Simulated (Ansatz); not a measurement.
Data:

```xyz
2
Lattice="3.0037 0.0000 0.0000 1.5019 2.6013 0.0000 0.0000 0.0000 4.5604" Properties=species:S:1:pos:R:3 pbc="T T T"
Ti     1.5019     0.8671     3.4203
Ti     3.0037     1.7342     1.1401
```

No spin polarisation.

All numbers come from r2SCAN in Ansatz (plane waves to 500 eV, PAW, no spin-orbit coupling), earlier PAW set. k-mesh 23×23×13 (Γ-centred); smearing 0.1 eV (Fermi–Dirac).

Problem. Predict the space group and pressure.

Solution. The space group is P6_3/mmc (No. 194). The pressure (mean of the normal stresses, compression positive) is -3.1 GPa.

The cells carry an imposed strain or load. Stability against distortions was not tested. The final runs are not spin-polarised. The cell was made from Ti in the hcp (Mg type) structure (space group P6_3/mmc, No. 194) by this change: biaxial strain +2.28 %, plane normal [001], relaxed out of plane.

Ansatz is an electronic-structure program.
